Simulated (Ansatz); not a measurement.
Functionals compared on a constructed model of the (100) surface of fcc Ag, a pseudomorphic layer of Nb in the host's stacking (bottom of the slab: a bare face, its two planes held), in Ansatz (plane waves, PAW). The structure was relaxed with PBE; the other rows are single points on it. Cutoff 420 eV (500 eV for r2SCAN).

Slab: 7 atoms, 12.8 Å thick at the start; k 13x13x1, smearing 0.1 eV, dipole-corrected; 2 atoms held, the rest relaxed; start symmetry kept, larger cells not searched; no spin, no spin-orbit, no U. It is one candidate, not shown to be the stable structure of the face. These notes are the PBE run's.

```
functional  work function of the top face (eV)          rough cost of the single point
----------  ----------------------------------  --------------------------------------
PBE                                       4.61                                       –
RPBE                                      4.44  about 29 core-seconds (a rough figure)
r2SCAN                                    4.58            very roughly 50 core-seconds
```

Ansatz is a first-principles code.
